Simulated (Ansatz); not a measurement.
VAs (space group P6_3mc, No. 186; ferromagnetic; a hypothetical phase, not in the database extracts checked)

```
CELL_PARAMETERS angstrom
      4.33059     0.00000     0.00000
     -2.16529     3.75040     0.00000
      0.00000     0.00000     5.02793
ATOMIC_POSITIONS crystal
  V  0.66667 0.33333 0.56372
  V  0.33333 0.66667 0.06372
  As 0.66667 0.33333 0.06148
  As 0.33333 0.66667 0.56148
```

Method: plane-wave PAW DFT at the r2SCAN level (Ansatz, a quantum-chemistry and plane-wave program, 500 eV), scalar-relativistic without spin-orbit coupling. k-mesh 12×12×9 (Γ-centred); smearing 0.05 eV (Fermi–Dirac).

The volume per atom is 20.42 Å³. The density comes out as 5.12 g/cm³, the band gap comes out as zero and the magnetic state is ferromagnetic. The total energy is -3891.106 eV/atom (σ→0; compares only within this code and set-up).

Other magnetic orders, which the real material may have, were not ruled out. Stability against distortions was not tested.
